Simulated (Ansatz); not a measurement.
Start from Ta in the bcc (W type) structure (space group Im-3m, No. 229; a = 3.282 Å).

Structures relaxed with DFT with PBEsol, PAW potentials and a 420 eV plane-wave cutoff in Ansatz (an electronic-structure program), no spin-orbit coupling, earlier PAW set.

Base:

Simulated powder pattern, Cu Kα, λ = 1.54184 Å (kinematic, ideal powder, no thermal factors, no anomalous dispersion; the 14 strongest lines at most, above 2 %, up to 2θ = 90°):

```json
[
 {"2θ (°)": "38.80", "I/Imax (%)": "100", "hkl": "(110)"},
 {"2θ (°)": "56.04", "I/Imax (%)": "18", "hkl": "(200)"},
 {"2θ (°)": "70.25", "I/Imax (%)": "36", "hkl": "(211)"},
 {"2θ (°)": "83.27", "I/Imax (%)": "12", "hkl": "(220)"}
]
```

It is then changed as follows: cell and atoms relaxed at a pressure of 22.5 GPa.

After the change:

Simulated powder pattern, Cu Kα, λ = 1.54184 Å (kinematic, ideal powder, no thermal factors, no anomalous dispersion; the 14 strongest lines at most, above 2 %, up to 2θ = 90°):

| 2θ (°) | d (Å) | I/Imax (%) | hkl |
|---|---|---|---|
| 40.06 | 2.251 | 100 | (110) |
| 57.94 | 1.592 | 17 | (200) |
| 72.77 | 1.300 | 36 | (211) |
| 86.46 | 1.126 | 12 | (220) |

The indices refer to the base's conventional cell; one index is shown for lines that coincide.

Load acts through the strain it causes; cell and atoms are relaxed under it. Whether these cells are dynamically stable was not tested. Competing high-pressure phases were not computed. All final runs are without spin polarisation.
